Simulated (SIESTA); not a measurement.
A working SIESTA input for a (001) slab of Zr2Ge (cut from a parent of space group no. 194; 12 atoms in the cell) (DFT, GGA PBE, numerical atomic orbitals DZP, PseudoDojo PBE standard norm-conserving potentials (rewritten from UPF to PSML)):

```
# files in the folder: Zr.psml Ge.psml (PseudoDojo PBE standard)
SystemName  Zr2Ge
SystemLabel zr2ge

NumberOfAtoms                12
NumberOfSpecies              2
%block ChemicalSpeciesLabel
  1 40 Zr
  2 32 Ge
%endblock ChemicalSpeciesLabel
LatticeConstant              1.0 Bohr
%block LatticeVectors
     8.740588039    0.000000000    0.000000000
    -4.370294019    7.569572002    0.000000000
     0.000000000    0.000000000   45.197902531
%endblock LatticeVectors
AtomicCoordinatesFormat      Ang
%block AtomicCoordinatesAndAtomicSpecies
     0.000000000    0.000000000   11.250407726  1
     0.000000000    0.000000000    8.416806054  1
    -0.000002313    2.670431335    9.833594931  1
     2.312662313    1.335213665    6.999993259  1
     0.000000000    0.000000000   16.917706741  1
     0.000000000    0.000000000   14.084105069  1
    -0.000002313    2.670431335   15.500893946  1
     2.312662313    1.335213665   12.667292274  1
    -0.000002313    2.670431335    6.999993259  2
     2.312662313    1.335213665    9.833594931  2
    -0.000002313    2.670431335   12.667292274  2
     2.312662313    1.335213665   15.500893946  2
%endblock AtomicCoordinatesAndAtomicSpecies

XC.functional                GGA
XC.authors                   PBE
PAO.BasisSize                DZP
PAO.EnergyShift              0.005 Ry
MeshCutoff                   400 Ry
%block kgrid.MonkhorstPack
    3   0   0  0.0
    0   3   0  0.0
    0   0   1  0.0
%endblock kgrid.MonkhorstPack
OccupationFunction           FD
ElectronicTemperature        100.0 meV

MaxSCFIterations             150
SCF.Mixer.Method             Broyden
SCF.Mixer.Weight             0.2
SCF.Mixer.History            6
SCF.DM.Tolerance             1.0E-04
Diag.ParallelOverK           true
WriteForces                  true
```

The run converged in 19 iterations: free energy E − TS -20737.9845 eV; Fermi level (on the code's own zero) -4.52 eV; pressure averaged over the cell with its vacuum 6.85 GPa; largest force (vector length) 1.515 eV/Å. Each of these slips is then made, one at a time:

(1)
```diff
-PAO.BasisSize                DZP
+PAO.BasisSize                DZVP
```

(2)
```diff
-MeshCutoff                   400 Ry
+MeshCutoff                   400 eV
```

**Question.** What happens in each case?

**Answer.** 
(1) A value that the program does not know. The program stopped before any SCF iteration.

(2) An energy in the wrong unit. The run converged in 21 iterations without an error; against the sound input the free energy goes down by 547 meV/atom and the largest force goes from 1.515 to 75.32 eV/Å.

The starting cell was generated: these elements placed on a structure prototype, without a prior relaxation; it need not be a known phase or ordering of this composition. The slab is cut from that crystal, and its faces are unrelaxed. Spin polarisation is off, though cut faces can carry moments; the slab shows no gap. The two faces of this cut differ, and no dipole correction was used. Values carry the incompleteness of an atom-centred basis. In the base run, forces exceed 1 eV/Å. Without a gap this mesh is coarse (it stands for a supercell whose shortest in-plane vector is 14 Å).

Left out of this page: 3 runs of the series outside the window shown, repeating another row's setting, or not comparable.
